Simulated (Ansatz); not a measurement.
MoS2, pressure series

Start from MoS2 in the 3R-MoS2 type structure (space group R3m, No. 160; a = 3.1752 Å, c = 18.5848 Å (hexagonal axes); layered, stacked along the Cartesian z axis).

Cell and atoms are relaxed at each pressure.

Level of theory: r2SCAN+rVV10/PAW in Ansatz (a program for electronic structure), spin-orbit coupling left out.

```json
[
 {"variant": "base", "band gap": "1.02 eV", "hole mass": "0.85 mₑ along k, 0.69 mₑ across (at T)", "c/a ratio": "5.853", "smallest direct gap": "1.79 eV", "shortest interatomic distance": "2.403 Å"},
 {"variant": "pressure −1 GPa", "band gap": "1.10 eV", "hole mass": "0.81 mₑ (at T)", "c/a ratio": "6.004", "smallest direct gap": "1.77 eV", "shortest interatomic distance": "2.407 Å"},
 {"variant": "pressure 0.3 GPa", "band gap": "1.00 eV", "hole mass": "0.86 mₑ along k, 0.66 mₑ across (at T)", "c/a ratio": "5.822", "smallest direct gap": "1.80 eV", "shortest interatomic distance": "2.402 Å"},
 {"variant": "pressure 0.7 GPa", "band gap": "0.96 eV", "hole mass": "0.87 mₑ along k, 0.64 mₑ across (at T)", "c/a ratio": "5.787", "smallest direct gap": "1.81 eV", "shortest interatomic distance": "2.401 Å"},
 {"variant": "pressure 1.5 GPa", "band gap": "0.90 eV", "hole mass": "0.90 mₑ along k, 0.59 mₑ across (at T)", "c/a ratio": "5.728", "smallest direct gap": "?", "shortest interatomic distance": "2.398 Å"},
 {"variant": "pressure 3 GPa", "band gap": "0.80 eV", "hole mass": "0.95 mₑ along k, 0.53 mₑ across (at T)", "c/a ratio": "5.649", "smallest direct gap": "1.86 eV", "shortest interatomic distance": "2.393 Å"},
 {"variant": "pressure 5 GPa", "band gap": "0.70 eV", "hole mass": "1.0 mₑ along k, 0.46 mₑ across (at T)", "c/a ratio": "?", "smallest direct gap": "1.90 eV", "shortest interatomic distance": "2.387 Å"},
 {"variant": "pressure 7.5 GPa", "band gap": "0.59 eV", "hole mass": "1.1 mₑ along k, 0.41 mₑ across (at T)", "c/a ratio": "5.512", "smallest direct gap": "1.95 eV", "shortest interatomic distance": "2.380 Å"},
 {"variant": "pressure 10 GPa", "band gap": "0.49 eV", "hole mass": "1.2 mₑ along k, 0.36 mₑ across (at T)", "c/a ratio": "?", "smallest direct gap": "1.91 eV", "shortest interatomic distance": "2.373 Å"}
]
```

### Question
Some entries are withheld; estimate them.

### Answer

- pressure 1.5 GPa, smallest direct gap: 1.83 eV
- pressure 5 GPa, c/a ratio: 5.575
- pressure 10 GPa, c/a ratio: 5.465

Load acts through the strain it causes; cell and atoms are relaxed under it. Effective masses come from finite differences of ±0.01 Å⁻¹. Along k means along the line from Γ to the band edge. No phonon test of stability was made. Competing high-pressure phases were not computed.
